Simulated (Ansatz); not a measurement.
## What Si → Ga does to NbSi2

The reference is NbSi$_{2}$ (space group P6_222, No. 180; a = 4.810 Å, c = 6.618 Å).

Perturbation: Ga takes the place of Si on all its sites; the structure is relaxed again.

All numbers come from PBE in Ansatz (plane waves to 420 eV, PAW, without spin-orbit coupling). Settings: 11×11×7 k-points, 0.05 eV Fermi–Dirac smearing.

```json
[
 {"quantity": "volume per atom", "base": "14.74 Å³", "changed": "17.00 Å³", "shift": "+2.26 Å³"},
 {"quantity": "density", "base": "5.60 g/cm³", "changed": "7.57 g/cm³", "shift": "+1.97 g/cm³"},
 {"quantity": "lattice parameter a", "base": "4.810 Å", "changed": "5.060 Å", "shift": "+0.2491 Å"},
 {"quantity": "c/a ratio", "base": "1.376", "changed": "1.364", "shift": "-0.012"},
 {"quantity": "space group", "base": "P6_222 (No. 180)", "changed": "P6_222 (No. 180)", "shift": "–"},
 {"quantity": "shortest interatomic distance", "base": "2.575 Å", "changed": "2.703 Å", "shift": "+0.1288 Å"},
 {"quantity": "band gap", "base": "zero", "changed": "zero", "shift": "–"}
]
```

Final structure:

```
CELL_PARAMETERS angstrom
      5.05957     0.00000     0.00000
     -2.52978     4.38172     0.00000
      0.00000     0.00000     6.89983
ATOMIC_POSITIONS crystal
  Nb 0.50000 0.00000 0.00000
  Nb 0.50000 0.50000 0.33333
  Nb 0.00000 0.50000 0.66667
  Ga 0.17615 0.35230 0.00000
  Ga 0.82385 0.17615 0.33333
  Ga 0.64770 0.82385 0.66667
  Ga 0.82385 0.64770 0.00000
  Ga 0.17615 0.82385 0.33333
  Ga 0.35230 0.17615 0.66667
```

No phonon test of stability was made. As relaxed here, NbGa2 is a hypothetical phase, not in the database extracts checked. The final runs are not spin-polarised. An odd electron count without spin: NbGa2 and NbSi2. NbGa2 has a high density of states at the Fermi level and may be magnetic at this level.

Ansatz is an electronic-structure program.
